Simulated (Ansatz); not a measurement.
# AlN in the wurtzite structure (space group P6_3mc, No. 186)

```cif
data_Al2N2
_chemical_formula_sum 'Al2 N2'
_space_group_name_H-M_alt 'P 1'
_space_group_IT_number 1
_cell_length_a 3.13030
_cell_length_b 3.13030
_cell_length_c 5.01801
_cell_angle_alpha 90.000
_cell_angle_beta 90.000
_cell_angle_gamma 120.000
loop_
_space_group_symop_operation_xyz
  'x, y, z'
loop_
_atom_site_label
_atom_site_type_symbol
_atom_site_fract_x
_atom_site_fract_y
_atom_site_fract_z
_atom_site_occupancy
Al1 Al 0.66667 0.33333 0.00337 1
Al2 Al 0.33333 0.66667 0.50337 1
N1 N 0.66667 0.33333 0.62183 1
N2 N 0.33333 0.66667 0.12183 1
```

The values are results of PBE in Ansatz (plane waves to 420 eV, PAW, spin-orbit coupling left out), not measurements. Γ-centred 12×12×7 mesh, Fermi–Dirac width 0.05 eV.

```json
{
 "volume_per_atom": "10.65 Å³",
 "density": "3.20 g/cm³",
 "band_gap": "4.03 eV, direct at Γ",
 "total_energy": "-462.127 eV/atom (σ→0; compares only within this code and set-up)"
}
```

Stability against distortions was not tested.

Ansatz is a first-principles code.
